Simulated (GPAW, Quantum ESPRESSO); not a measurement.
A GPAW input for a self-consistent single point of SiMo3 (Pm-3n, 8 atoms in the cell) (DFT PBE, plane waves, GPAW PAW datasets PBE (gpaw-data 1.0.1)):

```python
from ase import Atoms
from ase.units import GPa
from gpaw import GPAW

atoms = Atoms(['Si', 'Si', 'Mo', 'Mo', 'Mo', 'Mo', 'Mo', 'Mo'],
              cell=[[4.870630, 0.000000, 0.000000],
                    [0.000000, 4.870630, 0.000000],
                    [0.000000, 0.000000, 4.870630]],
              positions=[[2.435315, 2.435315, 2.435315],
                         [0.000000, 0.000000, 0.000000],
                         [0.000000, 2.435315, 1.217658],
                         [0.000000, 2.435315, 3.652973],
                         [1.217658, 0.000000, 2.435315],
                         [3.652973, 0.000000, 2.435315],
                         [2.435315, 1.217658, 0.000000],
                         [2.435315, 3.652973, 0.000000]],
              pbc=True)

calc = GPAW(mode={'name': 'pw', 'ecut': 550},
            xc='PBE',
            kpts=(5, 5, 5),
            occupations={'name': 'methfessel-paxton', 'width': 0.2, 'order': 0},
            nbands=-14,
            convergence={'density': 1e-05, 'energy': 1e-05},
            symmetry={'symmorphic': False, 'tolerance': 0.0005},
            maxiter=100)

atoms.calc = calc

energy = atoms.get_potential_energy()
print('Energy (eV):', round(energy, 6))
forces = atoms.get_forces()
print('Forces (eV/Ang):')
print(forces.round(5))
stress = atoms.get_stress()
print('Stress (GPa, Voigt):', (stress / GPa).round(4))
```

### Question
Translate this input to Quantum ESPRESSO.

### Answer
This is the input that was run; spellings and numerical settings could be chosen otherwise.

```fortran
&CONTROL
    calculation = 'scf',
    prefix = 'pwscf',
    outdir = './tmp/',
    pseudo_dir = './',
    tprnfor = .true.,
    tstress = .true.,
/
&SYSTEM
    ibrav = 0,
    nat = 8,
    ntyp = 2,
    ecutwfc = 80,
    occupations = 'smearing',
    smearing = 'gauss',
    degauss = 0.0147,
/
&ELECTRONS
    conv_thr = 1.0d-10,
    mixing_beta = 0.7,
/
ATOMIC_SPECIES
Si    28.0850  Si.upf
Mo    95.9500  Mo.upf
CELL_PARAMETERS {bohr}
   9.2041567544     0.0000000000     0.0000000000
   0.0000000000     9.2041567544     0.0000000000
   0.0000000000     0.0000000000     9.2041567544
ATOMIC_POSITIONS {alat}
Si    0.5000000000    0.5000000000    0.5000000000
Si    0.0000000000    0.0000000000    0.0000000000
Mo    0.0000000000    0.5000000000    0.2500000000
Mo    0.0000000000    0.5000000000    0.7500000000
Mo    0.2500000000    0.0000000000    0.5000000000
Mo    0.7500000000    0.0000000000    0.5000000000
Mo    0.5000000000    0.2500000000    0.0000000000
Mo    0.5000000000    0.7500000000    0.0000000000
K_POINTS {automatic}
5 5 5  0 0 0
```

Basis, cutoffs, solver keys and any potentials are the target program's own. This input uses DFT, PBE, plane waves, PseudoDojo standard norm-conserving (PBE) pseudopotentials. Both were run: pressure 4.98 GPa in GPAW and 5.36 in Quantum ESPRESSO.

On GPAW: the starting cell comes from a database of computed structures (which also holds hypothetical and non-ambient phases and stackings), without a prior relaxation at this level. Its lattice was rescaled by a random factor within 2.5 % of one. Spin polarisation is off. With a pressure of about 5 GPa the cell is away from its equilibrium volume at this level.

On Quantum ESPRESSO: the starting cell comes from a database of computed structures (which also holds hypothetical and non-ambient phases and stackings), without a prior relaxation at this level. Its lattice was rescaled by a random factor within 2.5 % of one. Spin polarisation is off. With a pressure of about 5 GPa the cell is away from its equilibrium volume at this level.
